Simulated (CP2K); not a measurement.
CP2K run on SrI2O2 (Pnma, 20 atoms in the cell): self-consistent single point

Method of the run: PBEsol, GPW, DZVP-MOLOPT-SR-GTH basis, GTH-PBE potentials (GTH_POTENTIALS) (CP2K 2026.2).

Input:

```
&GLOBAL
  PROJECT calc
  RUN_TYPE ENERGY_FORCE
  PRINT_LEVEL MEDIUM
&END GLOBAL
&FORCE_EVAL
  METHOD Quickstep
  STRESS_TENSOR ANALYTICAL
  &DFT
    BASIS_SET_FILE_NAME BASIS_MOLOPT
    POTENTIAL_FILE_NAME GTH_POTENTIALS
    &QS
      METHOD GPW
      EPS_DEFAULT 1E-10
    &END QS
    &MGRID
      CUTOFF 500
      REL_CUTOFF 50
      NGRIDS 5
    &END MGRID
    &SCF
      SCF_GUESS ATOMIC
      EPS_SCF 1E-7
      MAX_SCF 100
      ADDED_MOS 23
      &DIAGONALIZATION
        ALGORITHM STANDARD
      &END DIAGONALIZATION
      &MIXING
        METHOD BROYDEN_MIXING
        ALPHA 0.2
        NBUFFER 12
        BETA 1
      &END MIXING
      &SMEAR ON
        METHOD GAUSSIAN
        SIGMA [eV] 0.02
      &END SMEAR
    &END SCF
    &KPOINTS
      SCHEME MONKHORST-PACK 2 4 1
      GAMMA_CENTERED T
    &END KPOINTS
    &XC
      &XC_FUNCTIONAL
        &PBE
          PARAMETRIZATION PBESOL
        &END PBE
      &END XC_FUNCTIONAL
    &END XC
    &PRINT
      &MO
        EIGENVALUES T
        OCCUPATION_NUMBERS T
        NDIGITS 8
        FILENAME mo
        &EACH
          QS_SCF 0
        &END EACH
        ADD_LAST NUMERIC
      &END MO
      &MULLIKEN ON
      &END MULLIKEN
    &END PRINT
  &END DFT
  &SUBSYS
    &CELL
      ABC 10.86583000 4.12067000 14.19141000
      ALPHA_BETA_GAMMA 90.00000000 90.00000000 90.00000000
      PERIODIC XYZ
    &END CELL
    &COORD
      SCALED
      Sr       0.80686000     0.75000000     0.87669000
      Sr       0.19314000     0.25000000     0.12331000
      Sr       0.69314000     0.25000000     0.37669000
      Sr       0.30686000     0.75000000     0.62331000
      I        0.59000000     0.75000000     0.17993000
      I        0.41000000     0.25000000     0.82007000
      I        0.91000000     0.25000000     0.67993000
      I        0.09000000     0.75000000     0.32007000
      I        0.12736000     0.75000000     0.89633000
      I        0.87264000     0.25000000     0.10367000
      I        0.37264000     0.25000000     0.39633000
      I        0.62736000     0.75000000     0.60367000
      O        0.80802000     0.25000000     0.97362000
      O        0.19198000     0.75000000     0.02638000
      O        0.69198000     0.75000000     0.47362000
      O        0.30802000     0.25000000     0.52638000
      O        0.77696000     0.25000000     0.77562000
      O        0.22304000     0.75000000     0.22438000
      O        0.72304000     0.75000000     0.27562000
      O        0.27696000     0.25000000     0.72438000
    &END COORD
    &KIND Sr
      BASIS_SET DZVP-MOLOPT-SR-GTH-q10
      POTENTIAL GTH-PBE-q10
    &END KIND
    &KIND I
      BASIS_SET DZVP-MOLOPT-SR-GTH-q7
      POTENTIAL GTH-PBE-q7
    &END KIND
    &KIND O
      BASIS_SET DZVP-MOLOPT-SR-GTH-q6
      POTENTIAL GTH-PBE-q6
    &END KIND
  &END SUBSYS
  &PRINT
    &FORCES ON
    &END FORCES
    &STRESS_TENSOR ON
    &END STRESS_TENSOR
  &END PRINT
&END FORCE_EVAL
```

Log, with long lists cut:

```
 GLOBAL| Method name                                                        CP2K
 GLOBAL| Project name                                                       calc
 GLOBAL| Run type                                                   ENERGY_FORCE

 CELL| Volume [angstrom^3]:                                           635.413283
 CELL| Vector a [angstrom]:      10.866     0.000     0.000   |a| =    10.865830
 CELL| Vector b [angstrom]:       0.000     4.121     0.000   |b| =     4.120670
 CELL| Vector c [angstrom]:       0.000     0.000    14.191   |c| =    14.191410
 CELL| Angle (b,c), alpha [degree]:                                    90.000000
 CELL| Angle (a,c), beta  [degree]:                                    90.000000
 CELL| Angle (a,b), gamma [degree]:                                    90.000000
 CELL| Numerically orthorhombic:                                             YES
 CELL| Periodicity                                                           XYZ

 DFT| Spin restricted Kohn-Sham (RKS) calculation                            RKS
 DFT| Multiplicity                                                             1
 DFT| Number of spin states                                                    1
 DFT| Charge                                                                   0
 DFT| XC density smoothing                                                  NONE
 DFT| XC derivatives                                                          PW

 QS| Method:                                                                 GPW
 QS| Density plane wave grid type                        NON-SPHERICAL FULLSPACE
 QS| Number of grid levels:                                                    5
 QS| Density cutoff [a.u.]:                                                250.0
 QS| Multi grid cutoff [a.u.]: 1) grid level                               250.0
   [... lines left out ...]
 BRILLOUIN|     1           0.25000        0.00000       -0.25000        0.00000
 BRILLOUIN|     2           0.12500        0.00000        0.00000        0.00000
 BRILLOUIN|     3           0.12500        0.00000        0.50000        0.00000
 BRILLOUIN|     4           0.25000        0.50000       -0.25000        0.00000
 BRILLOUIN|     5           0.12500        0.50000        0.00000        0.00000
 BRILLOUIN|     6           0.12500        0.50000        0.50000        0.00000
 *******************************************************************************

 Extrapolation method: initial_guess

 Re-scaling the density matrix to get the right number of electrons
                  # Electrons              Trace(P)               Scaling factor
                          144               144.000                        1.000

 Number of electrons:                                                        144
 Number of occupied orbitals:                                                 72
 Number of molecular orbitals:                                                95

 Number of orbital functions:                                                264
 Number of independent orbital functions:                                    264
 SCF WAVEFUNCTION OPTIMIZATION

  Step     Update method      Time    Convergence         Total energy    Change
     1 NoMix/Diag. 0.20E+00      -     2.10153114      -342.6613277462 -3.43E+02
     2 Broy./Diag. 0.20E+00      -     0.19090244      -328.4960506942  1.42E+01
     3 Broy./Diag. 0.20E+00      -     0.23199158      -337.1649304450 -8.67E+00
     4 Broy./Diag. 0.20E+00      -     0.03417625      -342.7668845777 -5.60E+00
     5 Broy./Diag. 0.20E+00      -     0.07233842      -340.4778525742  2.29E+00
     6 Broy./Diag. 0.20E+00      -     0.01081580      -341.8652254597 -1.39E+00
     7 Broy./Diag. 0.20E+00      -     0.01072547      -341.5692421479  2.96E-01
   [... 16 lines left out ...]
    24 Broy./Diag. 0.20E+00      -     0.00000052      -342.0867900083  7.39E-06
    25 Broy./Diag. 0.20E+00      -     0.00000075      -342.0868057197 -1.57E-05
    26 Broy./Diag. 0.20E+00      -     0.00000033      -342.0868136097 -7.89E-06
    27 Broy./Diag. 0.20E+00      -     0.00000026      -342.0868094109  4.20E-06
    28 Broy./Diag. 0.20E+00      -     0.00000006      -342.0868090415  3.69E-07
  *** SCF run converged in    28 steps ***

  Electronic density on regular grids:       -143.9999999999        0.0000000001
  Core density on regular grids:              143.9999999830       -0.0000000170
  Total charge density on r-space grids:       -0.0000000169
  Total charge density g-space grids:          -0.0000000169

  Overlap energy of the core charge distribution:               0.00000008433938
  Self energy of the core charge distribution:               -764.75500401860415
  Core Hamiltonian energy:                                    184.53159809545423
  Hartree energy:                                             300.80302035911762
  Exchange-correlation energy:                                -62.66642356184321
  Smearing free energy correction:                             -0.00000000000000
  Fermi energy:                                                 0.11310507019056

  Total energy:                                              -342.08680904153613
  Total energy (extrapolated to sigma->0):                   -342.08680904153613

                     Mulliken Population Analysis

 #  Atom  Element  Kind  Atomic population                           Net charge
       1     Sr       1          8.915721                              1.084279
       2     Sr       1          8.915721                              1.084279
       3     Sr       1          8.915721                              1.084279
       4     Sr       1          8.915721                              1.084279
       5     I        2          6.861415                              0.138585
       6     I        2          6.861415                              0.138585
       7     I        2          6.861415                              0.138585
       8     I        2          6.861415                              0.138585
       9     I        2          6.766835                              0.233165
      10     I        2          6.766835                              0.233165
      11     I        2          6.766835                              0.233165
      12     I        2          6.766835                              0.233165
   [... lines left out ...]
 FORCES|     11  5.40511190E-03  5.17795433E-12 -1.79096604E-02   1.87075164E-02
 FORCES|     12 -5.40511175E-03  8.06170710E-12  1.79096602E-02   1.87075162E-02
 FORCES|     13 -7.11917297E-03  3.76915985E-11 -1.84368306E-02   1.97635864E-02
 FORCES|     14  7.11917286E-03  3.87419728E-11  1.84368302E-02   1.97635859E-02
 FORCES|     15  7.11917311E-03  3.87511957E-11 -1.84368307E-02   1.97635865E-02
 FORCES|     16 -7.11917297E-03  3.76512154E-11  1.84368303E-02   1.97635861E-02
 FORCES|     17 -7.45723369E-03  3.03835398E-11  1.27168716E-02   1.47420880E-02
 FORCES|     18  7.45723440E-03  3.16853371E-11 -1.27168722E-02   1.47420888E-02
 FORCES|     19  7.45723254E-03  3.16682569E-11  1.27168703E-02   1.47420863E-02
 FORCES|     20 -7.45723326E-03  3.04058331E-11 -1.27168709E-02   1.47420871E-02
 FORCES| Sum     4.46268023E-13  1.35309644E-09 -1.15331356E-12
 FORCES| Total atomic force                                       1.35309700E-09

 STRESS| Analytical stress tensor [bar]
 STRESS|                        x                   y                   z
 STRESS|      x        1.85874459452E+03  -2.25850073980E-06  -2.18521068116E-04
 STRESS|      y       -2.25850073980E-06  -1.38358583761E+04  -7.88613919479E-10
 STRESS|      z       -2.18521068116E-04  -7.88613919479E-10   1.11325526393E+04
 STRESS| 1/3 Trace                                            -2.81520380763E+02
```

The run converged in 28 iterations.

The starting cell comes from a database of computed structures (which also holds hypothetical and non-ambient phases and stackings), without a prior relaxation at this level. Values carry the incompleteness of an atom-centred basis. The potentials were made for another functional than the one used. Forces in this geometry exceed 1 eV/Å.

Cost on one core of a shared machine: roughly 2 min.
